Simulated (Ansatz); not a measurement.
This Ansatz (a program for electronic structure) input is the reference run, AlOs in the CsCl type structure (space group Pm-3m, No. 221; a cell from a computed database, its experimental status unchecked), computed with PBEsol (Ansatz, PAW, scalar-relativistic without spin-orbit coupling):

Ansatz 0.2 input:
```yaml
crystal:
  lattice:
    - [2.9927610801, 0, 0]
    - [0, 2.9927610801, 0]
    - [0, 0, 2.9927610801]
  atoms:
    - { symbol: Al, position: [0, 0, 0] }
    - { symbol: Os, position: [0.5, 0.5, 0.5] }
basis: { ecutwfc: 420, ecutrho_ratio: 4, xc_grid: 2, fft_grid_basis: typed }
kpoints: { mp_grid: { grid: [15, 15, 15] } }
hamiltonian:
  xc: pbesol
  dispersion: none
  pseudopotentials: { kind: paw }
scf: { occupations: { method: fermi_dirac, width: 0.05 }, convergence: { dr2_threshold: 0.0000000002 } }
output: { forces: true, stress: true }
checkpoint: { write: state.ck, write_every: 1000 }
```

Question: Write the input for this change: a free-standing slab of 7 layers (14 atoms, 2 a layer) is cut normal to [110], with 15 Å of vacuum and the in-plane cell held at bulk.

Answer: 
Ansatz 0.2 input:
```yaml
crystal:
  lattice:
    - [2.9927610801, 0, 0]
    - [0, 4.2324033084, 0]
    - [0, 0, 27.6972099253]
  atoms:
    - { symbol: Al, position: [0, 0.25, 0.2707853975] }
    - { symbol: Os, position: [0.5, 0.75, 0.2707853975] }
    - { symbol: Al, position: [0, 0.75, 0.347190265] }
    - { symbol: Os, position: [0.5, 1.25, 0.347190265] }
    - { symbol: Al, position: [0, 1.25, 0.4235951325] }
    - { symbol: Os, position: [0.5, 1.75, 0.4235951325] }
    - { symbol: Al, position: [0, 1.75, 0.5] }
    - { symbol: Os, position: [0.5, 2.25, 0.5] }
    - { symbol: Al, position: [0, 2.25, 0.5764048675] }
    - { symbol: Os, position: [0.5, 2.75, 0.5764048675] }
    - { symbol: Al, position: [0, 2.75, 0.652809735] }
    - { symbol: Os, position: [0.5, 3.25, 0.652809735] }
    - { symbol: Al, position: [0, 3.25, 0.7292146025] }
    - { symbol: Os, position: [0.5, 3.75, 0.7292146025] }
basis: { ecutwfc: 420, ecutrho_ratio: 4, xc_grid: 2, fft_grid_basis: typed }
kpoints: { mp_grid: { grid: [15, 11, 1] } }
hamiltonian:
  xc: pbesol
  dispersion: none
  pseudopotentials: { kind: paw }
scf: { occupations: { method: fermi_dirac, width: 0.05 }, convergence: { dr2_threshold: 0.0000000014 } }
relax: { f_tol: 0.01, max_steps: 50 }
output: { forces: true, stress: true }
checkpoint: { write: state.ck, write_every: 1000 }
```
This is the input that was run; other choices of cell and start would serve too.

No phonon test of stability was made. All final runs are without spin polarisation.
